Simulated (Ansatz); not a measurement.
**TiI3 (Pmmn, No. 59)**

These are r²SCAN (PAW; Ansatz, a quantum-chemistry and plane-wave program) values and carry that method's errors.

Numerical settings: plane-wave cutoff 500 eV, 6×4×6 k mesh (along the axes of the cell as run), Fermi–Dirac smearing 0.05 eV, no spin polarisation, scalar-relativistic PAW data made under PBE.

Cell: relaxed at this level.

```
Item                                              Result
---------------------------  ---------------------------
equilibrium volume per atom                38.43 Å³/atom
band gap                     0.51 eV (on the SCF k mesh)
```

Note: the volume lies 9 % above that of the published cell.

Spin–orbit coupling is not included; with these elements it can move the gap by several tenths of an eV or more.
